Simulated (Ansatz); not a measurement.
Consider InP in the wurtzite structure (space group P6_3mc, No. 186; a = 4.149 Å, c = 6.810 Å; a model cell, its experimental status unchecked).

Levels (all Ansatz, a program for electronic structure, PAW): PBEsol (420 eV, scalar-relativistic without spin-orbit coupling); r2SCAN (500 eV, no spin-orbit coupling); HSE06 (420 eV, spin-orbit coupling left out).

One geometry, relaxed with PBEsol, under each level:

| level | band gap | lowest conduction level above the VBM at special points | electron mass | pressure |
|---|---|---|---|---|
| PBEsol | 0.64 eV | Γ 0.64 eV; L 1.67 eV; A 1.71 eV; M 1.74 eV | 0.050 mₑ along c, 0.055 mₑ across (at Γ) | 0.00 GPa |
| r2SCAN | 1.19 eV | Γ 1.19 eV; L 2.06 eV; A 2.19 eV; M 2.11 eV | 0.076 mₑ along c, 0.091 mₑ across (at Γ) | 1.06 GPa |
| HSE06 | 1.52 eV | Γ 1.52 eV; L 2.46 eV; A 2.58 eV | – | – |

Single points use the geometry relaxed with PBEsol. Their cutoffs differ, which shifts pressures a little. Masses are band curvatures over ±0.01 Å⁻¹ around the edge. Stability against distortions was not tested. This is not the structure that InP has at room temperature and ambient pressure.
